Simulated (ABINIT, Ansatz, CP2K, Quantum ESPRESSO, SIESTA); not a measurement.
**Code comparison for HfB2 (P6/mmm, 3 atoms in the cell)**

Self-consistent single point.

```xyz
3
Lattice="1.5953 -2.7631 0.0000 1.5953 2.7631 0.0000 0.0000 0.0000 3.5360" Properties=species:S:1:pos:R:3 pbc="T T T"
Hf     0.0000     0.0000     0.0000
B      1.5953     0.9210     1.7680
B      1.5953    -0.9210     1.7680
```

Shared settings, as Ansatz (a quantum-chemistry and plane-wave program) writes them: kpoints.mp_grid.grid = 10 10 8; scf.occupations.method = gaussian; scf.occupations.width = 0.1 eV. Potentials and cutoffs stand in the table.

```json
[
 {"code": "Ansatz", "model": "PBEsol, default PAW files made with PBE", "pressure (GPa)": "-15.17", "cutoff": "default"},
 {"code": "CP2K", "model": "PBEsol, GPW, DZVP-MOLOPT-SR-GTH basis, GTH-PBE potentials (GTH_POTENTIALS)", "pressure (GPa)": "-14.65", "cutoff": "grid 500 Ry"},
 {"code": "ABINIT", "model": "PBEsol, PAW (JTH v2.0 PBE PAW, files made for PBE)", "pressure (GPa)": "-15.08", "cutoff": "40 Ry"},
 {"code": "SIESTA", "model": "GGA PBEsol, numerical atomic orbitals TZP, PseudoDojo PBEsol standard norm-conserving potentials (rewritten from UPF to PSML)", "pressure (GPa)": "-15.25", "cutoff": "grid 400 Ry"},
 {"code": "Quantum ESPRESSO", "model": "PBEsol, GBRV 1.5 ultrasoft (PBESOL) pseudopotentials", "pressure (GPa)": "-15.01", "cutoff": "40 Ry"}
]
```

On Ansatz's run: spin-orbit coupling is off.

The spread over the programs that give each value: pressure within 0.60 GPa.

CP2K and SIESTA use small atom-centred bases, whose incompleteness enters pressures, forces and empty levels differently from a plane-wave cutoff. Ansatz's pressure is given at a fixed set of plane waves, as the other plane-wave codes print theirs; with its correction for the finite basis it is -15.01 GPa.

The starting cell has typed, rounded lattice constants, without a prior relaxation at this level. Its lattice was rescaled by a random factor within 2.5 % of one.

Left out of this page: GPAW, Elk and FLEUR (not drawn, or without a comparable value).

Keys are those of Ansatz 0.2.
